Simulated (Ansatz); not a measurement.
The starting structures come from a database of crystals and need not be the phases stable at ambient conditions.

Consider the following.

```yaml
crystal:
  lattice:
    - [7.05748, 0.00000, 0.00000]
    - [1.94688, 7.36989, 0.00000]
    - [1.13901, -0.30089, 3.83265]
  atoms:
    - { symbol: K, position: [0.71428, 0.56553, 0.64286] }
    - { symbol: K, position: [0.28572, 0.43447, 0.35714] }
    - { symbol: La, position: [0.30074, 0.91700, 0.34963] }
    - { symbol: La, position: [0.69926, 0.08300, 0.65037] }
    - { symbol: Pd, position: [0.01386, 0.22849, 0.99307] }
    - { symbol: Pd, position: [0.98614, 0.77151, 0.00693] }
    - { symbol: O, position: [0.69728, 0.28357, 0.15136] }
    - { symbol: O, position: [0.30272, 0.71643, 0.84864] }
    - { symbol: O, position: [0.66458, 0.86417, 0.16771] }
    - { symbol: O, position: [0.33542, 0.13583, 0.83229] }
    - { symbol: O, position: [0.01414, 0.18942, 0.49293] }
    - { symbol: O, position: [0.98586, 0.81058, 0.50707] }
```

Space group of this cell: C2/m. The cell is taken as given; by r2SCAN its mean pressure is -2.9 GPa.

Transport runs along the normal of the first two printed cell vectors.

The gap is the functional's own, uncorrected, and κ follows it; spin-orbit coupling is left out. Mid-gap values are interpolated between the computed energies.

**Question.** Predict the band gap and the smallest decay constant κ at mid-gap from Ansatz (a program for electronic structure) with r2SCAN.

**Answer.** Gap 0.73 eV on a 8×4×8 mesh; κ = 0.120 1/Å, at (0.500, 0.000) of the in-plane reciprocal vectors. At the zone centre, at the nearest computed energy, the slowest state has κ = 0.14 1/Å.
